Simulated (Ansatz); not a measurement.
Results of PBEsol-D3(BJ) (plane waves, PAW; Ansatz, a quantum-chemistry and plane-wave program) for L1₂ (Cu3Au-type) Ni3Al.

Run with plane-wave cutoff 520 eV, 16×16×16 k mesh, Fermi–Dirac smearing 0.05 eV, spin-polarised with parallel moments, scalar-relativistic PAW data made under PBE.

Cell (relaxed at this level):

```cif
data_AlNi3
_chemical_formula_sum 'Al1 Ni3'
_space_group_name_H-M_alt 'P 1'
_space_group_IT_number 1
_cell_length_a 3.48278
_cell_length_b 3.48278
_cell_length_c 3.48278
_cell_angle_alpha 90.000
_cell_angle_beta 90.000
_cell_angle_gamma 90.000
loop_
_space_group_symop_operation_xyz
  'x, y, z'
loop_
_atom_site_label
_atom_site_type_symbol
_atom_site_fract_x
_atom_site_fract_y
_atom_site_fract_z
_atom_site_occupancy
Al1 Al 0.00000 0.00000 0.00000 1
Ni1 Ni 0.00000 0.50000 0.50000 1
Ni2 Ni 0.50000 0.00000 0.50000 1
Ni3 Ni 0.50000 0.50000 0.00000 1
```
Starting moments (μB, in the order of the record's atoms Al Ni Ni Ni): 0.0 0.5 0.5 0.5.

Question: Predict the bulk modulus and pressure derivative B′ of the bulk modulus.

Answer: 
- bulk modulus = 220 GPa
- pressure derivative B′ of the bulk modulus = 4.6

The run finds no gap.

Measured, for comparison: bulk modulus 174 GPa (temperature not stated, not corrected to a static lattice; as tabulated in Zarkevich et al. (2023), arXiv:2304.06869). Computed (rounded) less measured: bulk modulus +26 %.

The computed numbers hold no vibrational or temperature effects.

Cost on a shared machine: around 14 core-minutes (rough).
